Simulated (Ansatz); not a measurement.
## Converging the plane-wave cutoff: FeO (R3m, 4 atoms in the cell)

```xyz
4
Lattice="4.3170 2.1585 2.1585 2.1585 4.3170 2.1585 2.1585 2.1585 4.3170" Properties=species:S:1:pos:R:3 pbc="T T T"
Fe     0.0289     0.0289     0.0289
Fe     4.3170     4.3170     4.3170
O      2.1585     2.1585     2.1585
O      6.4755     6.4755     6.4755
```
Moments meant for the start (each program seeds them in its own way; μB, in the order of the atoms Fe Fe O O): 4.0 -4.0 0.0 0.0.

Level of theory: PBEsol, default PAW files made with PBE (plane waves; Ansatz, a first-principles code).

Base settings: basis.ecutwfc = 420 eV; kpoints.mp_grid.grid = 6 6 6; hamiltonian.xc = pbesol; hamiltonian.pseudopotentials = {kind: paw} (the program's default PAW files); magnetization.spin_polarized = true; scf.occupations.method = fermi_dirac; scf.occupations.width = 0.01 eV.

The second cell is the first with its lattice scaled by 0.98.

The mesh stays at the base's, so the ladder's end is converged at best in this setting alone.

The first pressure column holds Ansatz's estimate of the finite-basis (Pulay) stress, which hides part of the cutoff error; the other is without it.

Only quantities that move along the ladder and can be compared are tabulated.

The magnetic state is not the same in all runs (site moments differ, or a search went on to a lower state), so steps between rows are not convergence errors alone.

The count of work is k-points × plane waves × bands × iterations; it is no time. 

The starting cell has typed, rounded lattice constants, without a prior relaxation at this level. Its lattice was rescaled by up to half a per cent. One atom was moved a little off its site on purpose. The magnetic order is the one reached from the typed start; others were not searched systematically. The program warned that, by what it read of turns of the moments, another magnetic order lies lower. In the base run, with a pressure of about -11 GPa the cell is away from its equilibrium volume at this level. Without a gap this mesh is coarse (it stands for a supercell whose shortest vector is 18 Å).

Steps (basis.ecutwfc): 145 eV; 170 eV; 190 eV; 210 eV; 230 eV; 250 eV; 295 eV; 335 eV; 380 eV; 420 eV; 460 eV; 505 eV; 565 eV; 630 eV; 735 eV; 840 eV; 1010 eV.

Q: What is the coarsest basis.ecutwfc that holds the forces within 0.02 eV/Å of the last step, with all finer ones?

A: 295 eV, at 0.18 of the last step's count of work; the step before is off by 0.21 eV/Å.

Q: What is the coarsest basis.ecutwfc that holds the energy of the compressed cell less the first within 1 meV/atom of the last step, with all finer ones?

A: 380 eV, at 0.25 of the last step's count of work; the step before is off by 2.8 meV/atom.

Q: What is the coarsest basis.ecutwfc that holds the pressure within 0.1 GPa of the last step, with all finer ones?

A: 380 eV, at 0.25 of the last step's count of work; the step before is off by 0.93 GPa.

```tsv
basis.ecutwfc	free energy less the last step's (meV/atom)	energy of the compressed cell less the first (meV/atom)	pressure (GPa)	pressure without the Pulay estimate (GPa)	largest difference of a force vector from the last step's (eV/Å)	count of work / last
145 eV	56103.28	-649.93	-33.18	-2712.17	7.112	0.041
170 eV	25684.72	254.34	-37.04	-1466.59	2.208	0.091
190 eV	13930.70	-35.08	-18.69	-886.78	0.919	0.068
210 eV	7554.85	-91.70	-32.78	-537.65	0.235	0.094
230 eV	4198.11	-124.26	-27.14	-331.78	0.188	0.14
250 eV	2242.88	-9.17	-14.77	-199.25	0.205	0.12
295 eV	500.05	-13.17	-6.32	-64.56	0.007	0.18
335 eV	104.91	-19.51	-10.12	-24.87	0.014	0.19
380 eV	19.44	-22.75	-11.11	-13.75	0.005	0.25
420 eV	5.93	-22.18	-11.03	-11.70	0.001	0.25
460 eV	2.64	-22.13	-11.01	-11.21	0.000	0.31
505 eV	1.62	-22.17	-11.02	-11.08	0.000	0.38
565 eV	1.10	-22.21	-11.03	-11.07	0.000	0.42
630 eV	0.77	-22.25	-11.04	-11.06	0.000	0.49
735 eV	0.47	-22.26	-11.04	-11.06	0.000	0.63
840 eV	0.25	-22.27	-11.04	-11.06	0.000	0.76
1010 eV	0.00	-22.29	-11.05	-11.05	0.000	1.0
```

The energy difference between the two cells stays within 1 meV/atom of the last step's from 380 eV on, the total only from 630 eV on: much of the error is common to both cells and cancels.

At the lowest cutoff the pressure without the Pulay estimate lies 2700 GPa under the last step's, the usual sign of Pulay stress in an incomplete plane-wave basis.

Keys are those of Ansatz 0.2.
